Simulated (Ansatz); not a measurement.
## Amorphous Si30N38O3

The cell was made by melting and quenching with the CHGNet potential and then relaxed with DFT. O and N atoms were pushed apart under 1.9 Å during the dynamics, to hinder bonds among them. The hot cell started wider than the set density and was brought back towards it in steps. It is the lowest in DFT energy of 2 quenches. It is a model cell: composition and starting density were chosen by hand, and all elements were melted together. No dispersion term was used.

Methods: PBE, scalar-relativistic without spin-orbit coupling (Ansatz, an electronic-structure program); r2SCAN, scalar-relativistic without spin-orbit coupling (Ansatz); HSE06, scalar-relativistic without spin-orbit coupling (Ansatz). Geometry, pressure, stress and energy are those of the PBE run. Its sampling: a 2×2×2 Γ-centred mesh; Fermi-Dirac width 0.02 eV; no spin polarisation. Other functionals are single points at the zone centre (r2SCAN at 500 eV; exact exchange cut at the cell's faces), free to take moments where seeds were set. At PBE the levels at the filled edge of the gap are localised (band-tail or defect states), and the nearest spread-out levels lie 3.0 eV apart at the zone centre.

```yaml
number_of_atoms_in_the_cell: 71
Density (held, not predicted): 2.93 g/cm³
volume_per_atom: 11.36 Å^3
Pressure on a 2×2×2 Γ-centred mesh: 1.93 GPa
Largest force and stress component on that mesh (the relaxation ran on the zone centre alone): 0.10 eV/Å and 2.0 GPa
Level gap on a 2×2×2 Γ-centred mesh (PBE): 2.56 eV
Level gap at the zone centre (PBE): 2.68 eV
Level gap at the zone centre (r2SCAN): 3.12 eV
Level gap at the zone centre (HSE06): 4.06 eV
```

Cut-offs for bonds: Si-Si 2.60 Å, Si-N 2.10 Å, Si-O 2.12 Å, N-N 1.70 Å, N-O 1.64 Å, O-O 1.58 Å. Two cations that share two anions don't count as bonded, nor two that share one unless they lie closer than Si-Si 2.38 Å.

The mean coordination of Si by anions is 3.97 (1 with 3, 29 with 4), the mean coordination of N is 2.97 (2 with 2, 35 with 3, 1 with 4) and the mean coordination of O is 2.00 (3 with 2). The mean Si-N bond is 1.756 Å (spread 0.052 Å, 113 counted). The mean Si-O bond comes out as 1.643 Å (spread 0.028 Å, 6 counted).

Its density started from a set value of 2.93 g/cm³. Cooling (nominally 300 K/ps over its main leg) ran many orders faster than in experiment, which tends to leave more defects and strain. One small periodic cell is one sample of the glass; other quenches scatter about these values. The volume was held where the preparation left it and the shape relaxed, at a PBE pressure of 1.9 GPa. Stress components on the final sampling reach 2.0 GPa.
